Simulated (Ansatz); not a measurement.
Thermal properties of Rh in the fcc (Cu type) structure at 300 K from quasi-harmonic lattice dynamics in Ansatz (plane waves, PAW), for several functionals and conditions. The first row is the reference, at zero pressure. 

| run | q mesh / k mesh | V (Å³/atom) | α_L (10⁻⁶/K) | bulk modulus B_T (GPa) | γ | C_P (J/mol/K) |
|---|---|---|---|---|---|---|
| PBEsol | 4×4×4 / 16×16×16 | 13.61 | 8.2 | 282 | 2.34 | 24.8 |
| LDA | 4×4×4 / 16×16×16 | 13.32 | … | … | 2.34 | 24.7 |
| r2SCAN | 4×4×4 / 16×16×16 | 13.84 | 8.9 | 268 | 2.44 | 25.0 |
| PBEsol, pressure 5 GPa | 4×4×4 / 16×16×16 | 13.38 | 7.4 | 308 | 2.27 | 24.6 |

Task: Fill in the missing entries.

Result: 
- LDA, α_L (10⁻⁶/K): 7.8
- LDA, bulk modulus B_T (GPa): 304

The crystal is held in this phase throughout; melting and phase transitions are not modelled.

The PAW data sets were generated under PBE and serve the other functionals too.

Ansatz is a first-principles code.
